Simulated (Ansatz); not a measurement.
Start from InSb in the zinc blende structure (space group F-43m, No. 216; a = 6.635 Å).

(Cell as relaxed with PBE.)

Levels (all Ansatz, an electronic-structure program, PAW, earlier PAW set): PBE (420 eV, spin-orbit coupling left out); r2SCAN (500 eV, scalar-relativistic without spin-orbit coupling).

Each level relaxes its own structure.

| base | PBE | r2SCAN |
|---|---|---|
| volume per atom | 36.51 Å³ | 35.24 Å³ |
| lattice parameter a | 6.635 Å | 6.557 Å |
| band gap | zero | zero |

One thing is altered: a hydrostatic pressure of 1.5 GPa.

| quantity | PBE | r2SCAN |
|---|---|---|
| band gap | zero | [?] |
| shortest interatomic distance | 2.838 Å | [?] |

Problem. Given the PBE results, estimate those of r2SCAN.

Solution. 
- band gap, r2SCAN: 0.21 eV
- shortest interatomic distance, r2SCAN: 2.810 Å

They disagree on the band gap; PBE's shortest interatomic distance lies 0.028 Å above r2SCAN's (1.0 %). Neither level is exact; r2SCAN is the comparison here, not a measurement.

Spin-orbit coupling, missing from the scalar runs, can matter with Sb. Load acts through the strain it causes; cell and atoms are relaxed under it. Whether these cells are dynamically stable was not tested. All final runs are without spin polarisation. Gaps under 0.05 eV, about the width of the smearing, are given as zero. A zero or small gap of InSb can be the functional's error rather than a property of the material.
